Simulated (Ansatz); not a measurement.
The decay constant κ of evanescent states in the gap governs leakage through a thin film.

Given:

```xyz
3
Lattice="4.4023 0.0000 0.0000 0.0000 6.2257 0.0000 2.2011 3.1129 2.2011" Properties=species:S:1:pos:R:3 pbc="T T T"
Ba     0.0000     0.0000     0.0000
F      2.2011     1.5564     0.0000
F      2.2011     4.6693     0.0000
```

Space group of this cell: Fm-3m, fluorite. The cell is taken as given; by r2SCAN its mean pressure is -0.9 GPa.

Transport runs along the normal of the first two printed cell vectors, the (110) plane of the conventional cell.

The gap is the functional's own, uncorrected, and κ follows it; spin-orbit coupling is left out. Mid-gap values are interpolated between the computed energies.

Q: State the band gap and the smallest decay constant κ at mid-gap according to r2SCAN (Ansatz, an electronic-structure program).

A: Gap 7.35 eV on a 14×14×14 mesh; κ = 0.541 1/Å, at the zone centre.
